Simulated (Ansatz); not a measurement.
Reference: ZrC (Fm-3m), PBEsol, DFPT electron-phonon coupling, linearised Boltzmann equation (plane waves, PAW, scalar-relativistic; Ansatz, a program for electronic structure); geometry: relaxed with this functional, without spin-orbit coupling.

```yaml
crystal:
  lattice:
    - [0.00000, 2.33462, 2.33462]
    - [2.33462, 0.00000, 2.33462]
    - [2.33462, 2.33462, 0.00000]
  atoms:
    - { symbol: Zr, position: [0.00000, 0.00000, 0.00000] }
    - { symbol: C, position: [0.50000, 0.50000, 0.50000] }
```

The resistivity at 300 K is 16.1 μΩ·cm.

**Question.** Replace Zr by Ti on the same sites and relax. What happens?

**Answer.** TiC (Fm-3m): volume per atom 12.7 to 9.9 Å³; resistivity at 300 K falls (16.1 μΩ·cm to 12.5 μΩ·cm).

**Question.** Swap Zr for Hf, keeping the structure type. How do these values move?

**Answer.** HfC (Fm-3m): volume per atom 12.7 to 12.2 Å³; resistivity at 300 K falls (16.1 μΩ·cm to 13.5 μΩ·cm).

**Question.** Swap Zr for Nb, keeping the structure type. How do these values move?

**Answer.** NbC (Fm-3m): volume per atom 12.7 to 11.0 Å³; resistivity at 300 K stays about the same (16.1 μΩ·cm to 18.1 μΩ·cm).

Moves up to 15 % count as about the same. Metals; harmonic phonons alone scatter; means over directions. Halving the electron mesh moves these values by up to 10 %; q meshes are mostly untested. Spin-orbit coupling is left out.

The missing spin-orbit coupling matters most for HfC (Fm-3m).
